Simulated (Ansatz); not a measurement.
The parent structure is GaAs in the zinc blende structure (space group F-43m, No. 216; a = 5.746 Å).

(Cell as relaxed with PBE.)

Levels (all Ansatz, an electronic-structure program, PAW, earlier PAW set): PBE (420 eV, scalar-relativistic without spin-orbit coupling); r2SCAN (500 eV, no spin-orbit coupling).

Each level relaxes its own structure.

| base | PBE | r2SCAN |
|---|---|---|
| volume per atom | 23.71 Å³ | 22.73 Å³ |
| lattice parameter a | 5.746 Å | 5.666 Å |
| band gap | 0.16 eV | 0.97 eV |

Now apply this change: a hydrostatic pressure of 4.2 GPa.

| quantity | PBE | r2SCAN |
|---|---|---|
| valley order (the lowest conduction-band minima on the path, energy above the VBM, named in the base's zone) | Γ 0.61 eV; L along ⟨111⟩ 1.04 eV; a point along ⟨100⟩, about 0.9 Å⁻¹ from Γ 1.40 eV | Γ 1.39 eV; L along ⟨111⟩ 1.52 eV; a point along ⟨100⟩, about 1.0 Å⁻¹ from Γ 1.64 eV |
| shortest interatomic distance | 2.439 Å | 2.412 Å |
| shift of the gap caused by the change | +0.45 eV | +0.42 eV |
| electron mass | 0.035 mₑ (at Γ) | 0.070 mₑ (at Γ) |

Both order the valleys alike; PBE's shortest interatomic distance lies 0.027 Å above r2SCAN's (1.1 %); PBE's shift of the gap caused by the change lies 0.025 eV above r2SCAN's. Neither level is exact; r2SCAN is the comparison here, not a measurement.

Load acts through the strain it causes; cell and atoms are relaxed under it. Masses are band curvatures over ±0.01 Å⁻¹ around the edge. No phonon test of stability was made. Tetrahedral semiconductors of this kind turn to denser phases somewhere between about 1 and 50 GPa; those were not computed, so compressed cells here can lie past the real transition. The zero or small gap of GaAs can change with the level of theory.
